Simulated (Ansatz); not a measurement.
We consider AlB2-type TiB2, described by PBEsol (Ansatz, a program for electronic structure, PAW).

Settings: plane-wave cutoff 520 eV, 24×24×18 k mesh (along the axes of the cell as run), Fermi–Dirac smearing 0.05 eV, no spin polarisation, scalar-relativistic PAW data made under PBE.

The cell is scaled about its equilibrium volume:

Shape and atoms are relaxed at each volume.

```tsv
V (Å³/atom)	P (GPa)	c (Å)	a (Å)
8.036	11.64	3.131	2.982
8.203	5.53	3.158	3.000
8.370	0.00	3.185	3.017
8.538	-5.02	3.212	3.035
8.705	-9.57	3.238	3.052
```
